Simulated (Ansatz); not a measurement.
Subject: the energy of the reaction as written. Reaction: cell B → cell A. A negative value means that the right-hand side lies lower.

Cell A: a sheet of composition V, 1 atom, square cell of 2.30 Å (5.3 Å²), symmetry P4/mmm, 0.0 Å thick under 16 Å of vacuum, in-plane vectors relaxed; planes from bottom to top: V; a model cell; spin state with PBE: no moments, k-point mesh 24×24×1.
```
CELL_PARAMETERS angstrom
      2.29779     0.00000     0.00000
      0.00000     2.29779     0.00000
      0.00000     0.00000    16.00000
ATOMIC_POSITIONS crystal
  V  0.00000 0.00000 0.50000
```

Cell B: a sheet of composition V, 1 atom, hexagonal cell of 2.44 Å (5.2 Å²), symmetry P6/mmm, 0.0 Å thick under 16 Å of vacuum, in-plane vectors relaxed; planes from bottom to top: V; a model cell; spin state with PBE: no moments, k-point mesh 30×30×1.
```
CELL_PARAMETERS angstrom
      2.44367     0.00000     0.00000
     -1.22184     2.11628     0.00000
      0.00000     0.00000    16.00000
ATOMIC_POSITIONS crystal
  V  0.00000 0.00000 0.50000
```

Computed with Ansatz (plane waves, PAW), its PAW set soft_1, cutoff 420 eV, 500 eV for r2SCAN. The structures are at rest with PBE; other levels are single points on them. Neutral cells; Fermi-Dirac smearing of at most 0.10 eV in the solids, energies taken to zero width. The lattices are those relaxed with PBE, so at other levels the solids can be strained, which adds to the spread. A dispersion term (D3(BJ), or D4 for r2SCAN) was computed beside these levels and is taken off wherever the name lacks it. No zero-point or thermal terms. Cell A has symmetry P4/mmm and got no random move, so less symmetric positions, which may lie lower, weren't tried. Cell B has symmetry P6/mmm and got no random move, so less symmetric positions, which may lie lower, weren't tried.

### Question
Estimate the value that PBE returns for this input.

### Answer
0.15 eV, for cell B → cell A.

### Question
What do the other levels give, and how wide is the spread?

### Answer
| Method | value (eV) | less PBE |
|---|---|---|
| r2SCAN | 0.13 | -0.02 |

The levels span only 0.02 eV, too little to tell them apart.

Ansatz is a quantum-chemistry and plane-wave program.
